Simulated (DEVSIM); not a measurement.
System: abrupt Si p-n junction, at 300 K.

Layer 1 from the left is Si, thickness (μm) 3.50, Na (cm⁻³) 4.7e17, τn (s) 0.00045, τp (s) 0.00045. Layer 2 from the left is Si, thickness (μm) 54.0, Nd (cm⁻³) 5.9e14, τn (s) 0.00045, τp (s) 0.00045.

Left contact: ohmic. Right contact: ohmic. Voltage is applied to the left contact. Recombination: SRH at mid-gap, Auger. Mobility is μmin + (μ − μmin)/(1 + (N/Nref)^α).

The device is made up for the run: typed textbook-type constants, with dimensions and the other settings drawn at random. Values at 300 K.

Si: gap (eV) 1.124, affinity (eV) 4.05, permittivity 11.7, Nc (cm⁻³) 2.86e19, Nv (cm⁻³) 3.1e19, μn (cm²/Vs) 1417, μp (cm²/Vs) 470, μn,min 52, μp,min 45, Nref,n 9.7e16, Nref,p 2.2e17, αn 0.68, αp 0.72, Cn (cm⁶/s) 2.8e-31, Cp (cm⁶/s) 9.9e-32.

Simulated with DEVSIM: 1D drift-diffusion, Boltzmann statistics, complete ionisation; no tunnelling, impact ionisation, image-force lowering or self-heating.

Dark forward current:

```csv
|V| (V),|J| (A/cm²)
0.05,4.762e-10
0.10,3.575e-9
0.15,2.451e-8
0.20,1.679e-7
0.25,1.155e-6
0.30,7.963e-6
0.35,5.495e-5
0.40,0.0003791
0.45,0.002604
0.50,0.01739
0.55,0.1029
0.60,0.4724
0.65,1.707
0.70,5.296
0.75,14.65
0.80,35.41
0.85,73.12
0.90,130.8
0.95,209.0
1.00,306.3
1.05,420.1
1.10,547.1
1.15,683.3
1.20,824.3
1.25,966.4
1.30,1106
```

Task: Work out the local ideality factor n = ΔV / (kT/q · ln(J2/J1)) between the rows 0.15 and 0.20 V, 0.30 and 0.35 V, 1.25 and 1.30 V.

Result: kT/q = 25.85 mV. From 0.15 to 0.20 V: ln(1.679e-7/2.451e-8) = 1.924, n = 1.01, near the 1 of diffusion or emission over a barrier. From 0.30 to 0.35 V: ln(5.495e-5/7.963e-6) = 1.932, n = 1.00, near the 1 of diffusion or emission over a barrier. From 1.25 to 1.30 V: ln(1106/966.4) = 0.135, n = 14.34.

Task: Estimate the current at 0.30 V from the Shockley equation with J0 = Σ q ni² D/(N L) coth(W/L), τ joining the SRH, radiative and Auger lifetimes that are on, and W taken as the whole layer.

Result: ni² = 1.16e20 cm⁻⁶; electrons in the p layer: μ = 400 cm²/Vs, D = 10.3 cm²/s, τ = 4.15e-5 s, L = 207 μm, W/L = 0.017, term 1.17e-12 A/cm²; holes in the n layer: μ = 464 cm²/Vs, D = 12.0 cm²/s, τ = 0.000450 s, L = 735 μm, W/L = 0.073, term 7.00e-11 A/cm². J0 = 7.12e-11 A/cm², and J = J0 exp(qV/kT) = 7.81e-6 A/cm². The simulation gives 7.96e-6 A/cm²; the estimate lies 1.9 % below. The estimate leaves out recombination in the depletion region and that region's share of W.
